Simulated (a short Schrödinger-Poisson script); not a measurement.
Stack: symmetric double-gate stack, SiO2 on p-type GaN, at 300 K.

```
layer  material  thickness (nm)  Na (cm⁻³)
-----  --------  --------------  ---------
1          SiO2             1.7          -
2           GaN              10       3e15
3          SiO2             1.7          -
```

The device is made up for the run: typed textbook-type constants, with dimensions and the other settings drawn at random. SiO2: permittivity 3.9, conduction-band edge (eV) 3.2, gap (eV) 9, electron mass (mₑ) 0.5. GaN: permittivity 9.5, conduction-band edge (eV) 0, gap (eV) 3.43, Nv at 300 K (cm⁻³) 4.6e19.

Channel valleys (confinement mass, in-plane density-of-states mass, number): Γ 0.2, 0.2, 1. At the gates, both at one voltage, the conduction-band edge of layer 1 lies 3.48 eV − eVg above the Fermi level of the channel. Gaps are held at their typed values at every temperature. Mesh 0.03 nm at interfaces.

Solved with a short Schrödinger-Poisson script written for these runs: 1D Poisson equation in equilibrium, electrons classical, Fermi-Dirac, parabolic valleys, classical holes, full ionisation, no traps, pinning or gate leakage.

The same stack at other levels of the model or other numerical settings:

```tsv
run	sheet density of all electrons at Vg = 1 V (cm⁻²)	sheet density of all electrons at Vg = 0.4 V (cm⁻²)	capacitance of both gates at Vg = 1 V (μF/cm²)	gate voltage at 1e11 electrons/cm² (V)	rough cost against the base
base	1.27e13	2.15e12	2.97	0.21	about 1
electrons treated as classical, Boltzmann	1.52e13	___	3.73	0.21	0.4
electrons treated as quantum, Hartree	___	1.61e12	___	0.23	5
electrons treated as quantum, Hartree plus LDA exchange-correlation	1.12e13	1.89e12	2.69	0.22	9
mesh six times as coarse	1.25e13	2.13e12	2.93	0.21	0.5
```

Question: Fill in the missing entries.

Answer: 
- electrons treated as quantum, Hartree, sheet density of all electrons at Vg = 1 V (cm⁻²): 1.05e13
- electrons treated as classical, Boltzmann, sheet density of all electrons at Vg = 0.4 V (cm⁻²): 2.35e12
- electrons treated as quantum, Hartree, capacitance of both gates at Vg = 1 V (μF/cm²): 2.61

The classical rows ignore confinement, and Boltzmann statistics overrate the density once the band edge passes the Fermi level.

In real p-type GaN the Mg acceptor is only partly ionised, and so wide a gap doesn't supply an inversion layer without source and drain.
